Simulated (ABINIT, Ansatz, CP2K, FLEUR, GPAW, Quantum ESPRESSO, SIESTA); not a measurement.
# CaSnF4 (P4/mmm, 6 atoms in the cell) computed with different codes at matched settings

Self-consistent single point, at a second geometry (lattice scaled by 0.98). First geometry:

```xyz
6
Lattice="4.0046 0.0000 0.0000 0.0000 4.0046 0.0000 0.0000 0.0000 5.7805" Properties=species:S:1:pos:R:3 pbc="T T T"
Ca     0.0000     0.0000     2.8902
Sn     2.0023     2.0023     0.0000
F      2.0023     0.0000     1.5361
F      2.0023     0.0000     4.2444
F      0.0000     2.0023     1.5361
F      0.0000     2.0023     4.2444
```

Shared settings, as Ansatz (a program for electronic structure) writes them: kpoints.mp_grid.grid = 8 8 5; scf.occupations.method = fermi_dirac; scf.occupations.width = 0.01 eV. Potentials and cutoffs stand in the table.

| code | model | ΔF from the first geometry (meV/atom) | pressure (GPa) | largest force (eV/Å) | gap on the mesh (eV) | cutoff |
|---|---|---|---|---|---|---|
| GPAW | LDA (Perdew-Wang 92), GPAW PAW datasets LDA (gpaw-data 1.0.1) | -29.2 | – | 0.013 | 3.351 | 950 eV |
| FLEUR | LDA (Perdew-Zunger), all-electron FLAPW (FLEUR), scalar-relativistic valence | -32.5 | – | 0.032 | 3.479 | Kmax 3.9 1/bohr |
| Quantum ESPRESSO | LDA (PZ), GBRV 1.5 ultrasoft (LDA) pseudopotentials | -29.7 | -3.40 | 0.022 | 3.370 | 40 Ry |
| Ansatz | LDA (PW92), PAW files made with PBE | -29.8 | -3.51 | 0.022 | 3.386 | 420 eV |
| SIESTA | LDA PW92, numerical atomic orbitals DZP, PseudoDojo LDA standard norm-conserving potentials (rewritten from UPF to PSML) | -40.2 | -4.55 | 0.138 | 3.284 | grid 350 Ry |
| CP2K | LDA (Pade form), GPW, DZVP-MOLOPT-SR-GTH basis, GTH-PADE potentials (GTH_POTENTIALS) | -23.6 | -1.72 | 0.094 | 3.435 | grid 550 Ry |
| ABINIT | LDA (PW92), PAW (JTH v2.0 LDA PAW) | -30.1 | -3.53 | 0.013 | 3.375 | 653 eV |

A dash marks a value that a program does not give, or that is left out as unsure.

Gaps are read on the mesh.

The spread over the programs that give each value: ΔF from the first geometry within 16.6 meV/atom; pressure within 2.83 GPa; largest force within 0.125 eV/Å; gap on the mesh within 0.195 eV.

SIESTA and CP2K use small atom-centred bases, whose incompleteness enters pressures, forces and empty levels differently from a plane-wave cutoff. FLEUR treats all electrons, but the usual bases taken here (sphere radii, linearisation, local orbitals, empty states) were not tested for convergence, so the values are no reference for the others. Ansatz's pressure is given at a fixed set of plane waves, as the other plane-wave codes print theirs; with its correction for the finite basis it is -3.03 GPa (the shift of 0.47 GPa shows how far the cutoff is from converged). The pressure of GPAW is left out: its cutoff lies under the one at which its stress was checked. The same LDA comes in different parametrisations, which differ slightly. In the pressure, SIESTA (by 1.04) and CP2K (by 1.79) lie more than 1 GPa from the median of the plane-wave programs. In the force vectors, SIESTA (by 0.155) and CP2K (by 0.111) lie more than 0.08 eV/Å from the median of the plane-wave programs.

The starting cell comes from a database of computed structures (which also holds hypothetical and non-ambient phases and stackings), without a prior relaxation at this level. For this run, on top of that: lattice scaled by 0.98.

Keys are those of Ansatz 0.2.
